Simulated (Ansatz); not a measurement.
**SnO2: band gap against strain**

SnO2 (rutile, P4_2/mnm, 12.176 Å³/atom at rest, c along z) under an equal strain ε along all three axes. PBEsol in Ansatz, a plane-wave DFT program (PAW, default set), 420 eV, 7×7×10 Γ-centred mesh, Fermi-Dirac smearing 0.05 eV; ions are relaxed within the symmetry of each cell. Gaps are the smallest over the k-mesh and a band path, without spin-orbit coupling; in all rows the valence edge lies at Γ and the conduction edge at Γ. Runs with a gap under 0.1 eV are left out.

Here s stands for strain and Eg for gap.

| strain (%) | gap (eV) |
|---|---|
| 0.00 | 0.919 |
| 0.60 | 0.729 |
| 1.20 | 0.547 |
| 1.80 | 0.371 |
| 2.40 | ? |

Question: Fit Eg against s with a straight line, and predict the withheld value at s = 2.40.

Answer: Means: s 0.90000, Eg 0.6415. About the means, the sum of products is -0.54780 and the sum of squares of s is 1.8000; the slope is their ratio. Least squares gives Eg = 0.9154 - 0.30433·s. Residuals (row less fit): 0.0036, -0.0038, -0.0032, 0.0034; standard error 0.0050 (degrees of freedom: 2). Over these rows the gap moves by -30 ± 0.4 eV per unit strain, or -10 eV per unit of ln V. At the withheld row, Eg = 0.9154 - 0.30433 × 2.4 = 0.1850 eV. The calculation gives 0.203 eV, 0.0180 eV above the prediction (2.5 % of the range of Eg in the table). The row lies outside the fitted rows, so this is an extrapolation. From the scatter of the fitted rows alone, a prediction at this place has a standard error of 0.0078 eV, so the miss is 2.3 times that.

One order more, fitted to all 5 runs of the series, follows each within 0.001, so the miss is the next term of a smooth law. Spin-orbit coupling is left out, which can shift this property for SnO2. Rows are the converged runs of the series near zero and its far end; series whose fitted rows scatter by over a few per cent of the range, as at a crossing or softening among them, aren't shown in this form. Most that stay on the fit to the last digits aren't either.
